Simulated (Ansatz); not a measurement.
Start from SiO$_{2}$ in the rutile structure (space group P4_2/mnm, No. 136).

```
SiO2
1.0
    4.23608     0.00000     0.00000
    0.00000     4.23608     0.00000
    0.00000     0.00000     2.69045
Si O
2 4
Direct
  0.00000   0.00000   0.00000
  0.50000   0.50000   0.50000
  0.30698   0.30698   0.00000
  0.80698   0.19302   0.50000
  0.19302   0.80698   0.50000
  0.69302   0.69302   0.00000
```

Cartesian axes are those of the cell as printed.

All numbers come from PBE in Ansatz (plane waves to 420 eV, PAW, without spin-orbit coupling).

Perturbation: the cell is scaled by 0.9820 in all directions; the atoms relax in the strained cell.

Question: Predict the stress tensor and what it implies for the stiffness.

Answer: Stress of the strained cell less that of the base (GPa, compression positive):
```
  15.22    0.00    0.00
   0.00   15.22    0.00
   0.00    0.00   20.77
```

Then B = −ΔP/(ΔV/V₀) with ΔV/V₀ = -0.0530 gives secant stiffness values (nonlinear terms included at this strain): B (at held cell shape, above the free-shape value) ≈ 322 GPa.

As a check, the harmonic strain energy −½ V₀ Δσ:ε is 23 meV/atom; the computed energy rise is 22 meV/atom.

No phonon test of stability was made.

Ansatz is an electronic-structure program.
